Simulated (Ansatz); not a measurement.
# Hypothetical zinc blende BiB: 3 layers

The reference is BiB in the zinc blende structure (space group F-43m, No. 216; a = 5.457 Å; a hypothetical phase, not in the database extracts checked). Axes: x, y, z lie along the cube axes.

Now apply this change: a free-standing slab of 3 layers (6 atoms, 2 a layer) is cut normal to [110], with 15 Å of vacuum and the in-plane cell held at bulk.

Method: PBEsol/PAW in Ansatz (a quantum-chemistry and plane-wave program), no spin-orbit coupling, earlier PAW set. k-mesh 9×6×1 (Γ-centred); smearing 0.05 eV (Fermi–Dirac), for the changed cell.

```json
[
 {"quantity": "layer's space group (with vacuum)", "base": "–", "changed": "Pmm2 (No. 25)", "shift": "–"},
 {"quantity": "band gap", "base": "0.43 eV", "changed": "zero", "shift": "–"},
 {"quantity": "excess energy per area of both faces (slab less bulk energy over the cell's area: twice a surface energy) (uncertain by up to 0.05 J/m²)", "base": "–", "changed": "1.88 J/m²", "shift": "–"},
 {"quantity": "thickness between the outermost nuclei", "base": "–", "changed": "4.28 Å", "shift": "–"},
 {"quantity": "change of the spacing d12 from its bulk value of 1.929 Å", "base": "–", "changed": "-8.1 %", "shift": "–"}
]
```

The excess energy carries the mismatch between the slab's and the bulk's meshes. With Bi present, leaving out spin-orbit coupling can change the band edges. Whether these cells are dynamically stable was not tested. All final runs are without spin polarisation.
